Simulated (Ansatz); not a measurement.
System: La-vacancy pair (La on one host Ce site, one O site vacant) in ceria (charge state +1). Computed with PBE, PAW (plane waves to 420 eV; Ansatz, a quantum-chemistry and plane-wave program).

Cell of 96 host sites held at the relaxed PBE lattice; one k-point at (0.250, 0.250, 0.250); Fermi-Dirac width 0.01 eV, spin-restricted; finite-size errors left in. No zero-point or tunnelling terms. Spin-orbit coupling is left out. The charge state is imposed; whether it is stable for some Fermi level was not computed. Forms of the defect that were not tried may lie lower. The start lies 0.088 eV above the lowest site run (PBE).

Barriers: single points on a 2×2×2 k-point mesh shifted by half a step at the bands' geometries.

Relaxed starting cell (atoms counted from 1):

```yaml
crystal:
  lattice:
    - [10.92898, 0.00000, 0.00000]
    - [0.00000, 10.92898, 0.00000]
    - [0.00000, 0.00000, 10.92898]
  atoms:
    - { symbol: La, position: [0.99383, 0.00583, 0.00590] }
    - { symbol: Ce, position: [0.99887, 0.00080, 0.50077] }
    - { symbol: Ce, position: [0.99879, 0.50066, 0.00088] }
    - { symbol: Ce, position: [0.99941, 0.49820, 0.49826] }
    - { symbol: Ce, position: [0.49900, 0.00077, 0.00088] }
    - { symbol: Ce, position: [0.50147, 0.00014, 0.49826] }
    - { symbol: Ce, position: [0.50140, 0.49816, 0.00023] }
    - { symbol: Ce, position: [0.49955, 0.50000, 0.50012] }
    - { symbol: O, position: [0.12497, 0.37488, 0.37497] }
    - { symbol: O, position: [0.12500, 0.38107, 0.87473] }
    - { symbol: O, position: [0.12504, 0.87465, 0.38114] }
    - { symbol: O, position: [0.62492, 0.37464, 0.37477] }
    - { symbol: O, position: [0.62475, 0.37486, 0.87475] }
    - { symbol: O, position: [0.62478, 0.87462, 0.37498] }
    - { symbol: O, position: [0.61872, 0.87463, 0.87476] }
    - { symbol: O, position: [0.12469, 0.12427, 0.37546] }
    - { symbol: O, position: [0.13033, 0.11975, 0.86945] }
    - { symbol: O, position: [0.12491, 0.62496, 0.37579] }
    - { symbol: O, position: [0.12340, 0.64897, 0.87626] }
    - { symbol: O, position: [0.62491, 0.12463, 0.37477] }
    - { symbol: O, position: [0.62428, 0.12423, 0.87498] }
    - { symbol: O, position: [0.62462, 0.62452, 0.37500] }
    - { symbol: O, position: [0.62381, 0.62496, 0.87466] }
    - { symbol: Ce, position: [0.00031, 0.25032, 0.25044] }
    - { symbol: Ce, position: [0.99918, 0.25046, 0.74927] }
    - { symbol: Ce, position: [0.99914, 0.74918, 0.25050] }
    - { symbol: Ce, position: [0.98856, 0.74152, 0.74157] }
    - { symbol: Ce, position: [0.50040, 0.24929, 0.24942] }
    - { symbol: Ce, position: [0.50162, 0.25181, 0.75009] }
    - { symbol: Ce, position: [0.50157, 0.74996, 0.25190] }
    - { symbol: Ce, position: [0.49827, 0.74993, 0.75001] }
    - { symbol: O, position: [0.12951, 0.13025, 0.13036] }
    - { symbol: O, position: [0.12731, 0.12747, 0.62089] }
    - { symbol: O, position: [0.12724, 0.62080, 0.12752] }
    - { symbol: O, position: [0.12114, 0.62348, 0.62350] }
    - { symbol: O, position: [0.62244, 0.12420, 0.12431] }
    - { symbol: O, position: [0.62680, 0.12464, 0.62489] }
    - { symbol: O, position: [0.62673, 0.62478, 0.12470] }
    - { symbol: O, position: [0.62100, 0.62545, 0.62552] }
    - { symbol: O, position: [0.12467, 0.37535, 0.12436] }
    - { symbol: O, position: [0.12494, 0.37576, 0.62506] }
    - { symbol: O, position: [0.13030, 0.86934, 0.11979] }
    - { symbol: O, position: [0.12340, 0.87625, 0.64907] }
    - { symbol: O, position: [0.62488, 0.37466, 0.12477] }
    - { symbol: O, position: [0.62464, 0.37494, 0.62465] }
    - { symbol: O, position: [0.62424, 0.87488, 0.12435] }
    - { symbol: O, position: [0.62387, 0.87460, 0.62509] }
    - { symbol: Ce, position: [0.25046, 0.00045, 0.25048] }
    - { symbol: Ce, position: [0.25815, 0.01107, 0.74158] }
    - { symbol: Ce, position: [0.24957, 0.49802, 0.25192] }
    - { symbol: Ce, position: [0.24966, 0.50141, 0.75001] }
    - { symbol: Ce, position: [0.74930, 0.99926, 0.25043] }
    - { symbol: Ce, position: [0.74925, 0.00045, 0.74928] }
    - { symbol: Ce, position: [0.75026, 0.49919, 0.24940] }
    - { symbol: Ce, position: [0.74778, 0.49803, 0.75006] }
    - { symbol: O, position: [0.37477, 0.37288, 0.12475] }
    - { symbol: O, position: [0.37411, 0.37864, 0.62555] }
    - { symbol: O, position: [0.37880, 0.87236, 0.12750] }
    - { symbol: O, position: [0.37614, 0.87853, 0.62353] }
    - { symbol: O, position: [0.87535, 0.37720, 0.12429] }
    - { symbol: O, position: [0.87494, 0.37285, 0.62490] }
    - { symbol: O, position: [0.86933, 0.87014, 0.13035] }
    - { symbol: O, position: [0.87218, 0.87234, 0.62084] }
    - { symbol: O, position: [0.37501, 0.12288, 0.12297] }
    - { symbol: O, position: [0.37774, 0.12893, 0.62205] }
    - { symbol: O, position: [0.37766, 0.62196, 0.12900] }
    - { symbol: O, position: [0.37159, 0.62806, 0.62814] }
    - { symbol: O, position: [0.86999, 0.12963, 0.12975] }
    - { symbol: O, position: [0.87680, 0.12287, 0.62475] }
    - { symbol: O, position: [0.87674, 0.62463, 0.12299] }
    - { symbol: O, position: [0.87070, 0.62191, 0.62201] }
    - { symbol: Ce, position: [0.25045, 0.25041, 0.00055] }
    - { symbol: Ce, position: [0.24962, 0.25186, 0.49812] }
    - { symbol: Ce, position: [0.25809, 0.74149, 0.01112] }
    - { symbol: Ce, position: [0.24969, 0.74991, 0.50145] }
    - { symbol: Ce, position: [0.74928, 0.25035, 0.99939] }
    - { symbol: Ce, position: [0.75032, 0.24928, 0.49932] }
    - { symbol: Ce, position: [0.74921, 0.74915, 0.00052] }
    - { symbol: Ce, position: [0.74778, 0.74995, 0.49810] }
    - { symbol: O, position: [0.37480, 0.12465, 0.37298] }
    - { symbol: O, position: [0.37884, 0.12741, 0.87245] }
    - { symbol: O, position: [0.37409, 0.62546, 0.37871] }
    - { symbol: O, position: [0.37610, 0.62344, 0.87861] }
    - { symbol: O, position: [0.87539, 0.12422, 0.37731] }
    - { symbol: O, position: [0.86936, 0.13031, 0.87025] }
    - { symbol: O, position: [0.87490, 0.62480, 0.37298] }
    - { symbol: O, position: [0.87211, 0.62080, 0.87248] }
    - { symbol: O, position: [0.37505, 0.37494, 0.37505] }
    - { symbol: O, position: [0.37470, 0.37571, 0.87473] }
    - { symbol: O, position: [0.37471, 0.87462, 0.37579] }
    - { symbol: O, position: [0.35083, 0.87617, 0.87626] }
    - { symbol: O, position: [0.87494, 0.37468, 0.37477] }
    - { symbol: O, position: [0.87539, 0.37538, 0.87499] }
    - { symbol: O, position: [0.87542, 0.87488, 0.37540] }
    - { symbol: O, position: [0.87990, 0.86934, 0.86937] }
```
Cell charge +1.

End state 1 differs by these moves (Å; atoms that move under 0.08 Å are left out):

| atom | element | Δx | Δy | Δz |
|---|---|---|---|---|
| 1 | La | 0.07 | -0.09 | -0.07 |
| 3 | Ce | -0.08 | -0.10 | 0.08 |
| 10 | O | 0.00 | 0.18 | 0.00 |
| 17 | O | -0.01 | 0.13 | 0.01 |
| 19 | O | 0.05 | 2.16 | -0.05 |
| 27 | Ce | 0.02 | 0.17 | -0.01 |
| 34 | O | -0.02 | 0.03 | -0.23 |
| 35 | O | 0.04 | 0.00 | 0.20 |
| 42 | O | 0.02 | 0.02 | 0.14 |
| 43 | O | -0.01 | 0.01 | -0.28 |
| 49 | Ce | -0.08 | -0.12 | 0.08 |
| 51 | Ce | 0.10 | -0.11 | -0.10 |
| 57 | O | 0.04 | -0.07 | -0.04 |
| 59 | O | -0.04 | -0.06 | 0.04 |
| 65 | O | -0.04 | -0.08 | 0.04 |
| 67 | O | 0.06 | -0.06 | -0.06 |
| 74 | Ce | 0.01 | 0.17 | -0.02 |
| 83 | O | -0.20 | 0.01 | -0.04 |
| 87 | O | 0.23 | 0.03 | 0.02 |
| 91 | O | 0.28 | 0.01 | 0.01 |
| 95 | O | -0.14 | 0.02 | -0.02 |

**Question.** Estimate the forward and backward barriers to end state 1 that PBE, PAW returns for this input.

**Answer.** forward 0.31 eV, backward 0.40 eV; at the saddle point atom 19 has neighbours 2 Ce at 2.13 Å. The saddle point's order was not checked, and it lies on a symmetry element of the cell, where a band can be held.

End state 2 differs by these moves (Å; atoms that move under 0.08 Å are left out):

```json
[
 {"atom": "1", "element": "La", "Δx": "0.00", "Δy": "0.00", "Δz": "-0.13"},
 {"atom": "11", "element": "O", "Δx": "-0.02", "Δy": "0.02", "Δz": "-0.33"},
 {"atom": "17", "element": "O", "Δx": "-0.01", "Δy": "0.12", "Δz": "0.00"},
 {"atom": "19", "element": "O", "Δx": "0.04", "Δy": "-0.31", "Δz": "-0.05"},
 {"atom": "26", "element": "Ce", "Δx": "-0.12", "Δy": "-0.08", "Δz": "0.08"},
 {"atom": "27", "element": "Ce", "Δx": "0.12", "Δy": "0.08", "Δz": "0.08"},
 {"atom": "32", "element": "O", "Δx": "0.01", "Δy": "-0.11", "Δz": "0.00"},
 {"atom": "34", "element": "O", "Δx": "-0.04", "Δy": "0.31", "Δz": "-0.05"},
 {"atom": "42", "element": "O", "Δx": "0.00", "Δy": "0.00", "Δz": "-2.62"},
 {"atom": "43", "element": "O", "Δx": "0.02", "Δy": "-0.02", "Δz": "-0.33"},
 {"atom": "48", "element": "Ce", "Δx": "0.08", "Δy": "0.12", "Δz": "0.08"},
 {"atom": "49", "element": "Ce", "Δx": "-0.08", "Δy": "-0.12", "Δz": "0.08"},
 {"atom": "58", "element": "O", "Δx": "-0.31", "Δy": "0.04", "Δz": "-0.05"},
 {"atom": "62", "element": "O", "Δx": "0.12", "Δy": "-0.01", "Δz": "0.00"},
 {"atom": "64", "element": "O", "Δx": "0.04", "Δy": "0.05", "Δz": "0.05"},
 {"atom": "66", "element": "O", "Δx": "-0.02", "Δy": "0.02", "Δz": "-0.09"},
 {"atom": "67", "element": "O", "Δx": "0.03", "Δy": "-0.03", "Δz": "-0.08"},
 {"atom": "74", "element": "Ce", "Δx": "0.00", "Δy": "0.00", "Δz": "-0.25"},
 {"atom": "81", "element": "O", "Δx": "-0.04", "Δy": "-0.05", "Δz": "0.05"},
 {"atom": "82", "element": "O", "Δx": "-0.03", "Δy": "0.03", "Δz": "-0.08"},
 {"atom": "83", "element": "O", "Δx": "0.02", "Δy": "-0.02", "Δz": "-0.09"},
 {"atom": "87", "element": "O", "Δx": "0.05", "Δy": "0.04", "Δz": "0.05"},
 {"atom": "91", "element": "O", "Δx": "0.31", "Δy": "-0.04", "Δz": "-0.04"},
 {"atom": "95", "element": "O", "Δx": "-0.12", "Δy": "0.01", "Δz": "0.00"}
]
```

**Question.** What is the computed forward and backward barriers to end state 2 (PBE, PAW)?

**Answer.** forward 0.80 eV, backward 0.80 eV; at the saddle point atom 42 has neighbours Ce at 2.02; La at 2.24 Å. The saddle point's order was not checked, and it lies on a symmetry element of the cell, where a band can be held.
